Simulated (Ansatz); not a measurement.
Crystal: SnS$_{2}$ (P-3m1, CdI2 type, 3 atoms a cell, 22.6 Å³ an atom); planes in its conventional cell.

Level of theory: PBEsol (plane waves, PAW; Ansatz, a program for electronic structure).

No gap correction and no spin-orbit coupling; mid-gap values are interpolated between computed energies.

```csv
plane,area of the cell (Å²),mid-gap κ (1/Å),largest κ in the gap (1/Å)
(001),11.7,0.12,0.13
(100),21.3,___,___
```

The slowest decay depends on the direction. Supply the withheld values.


- (100), mid-gap κ (1/Å): 0.16
- (100), largest κ in the gap (1/Å): 0.17
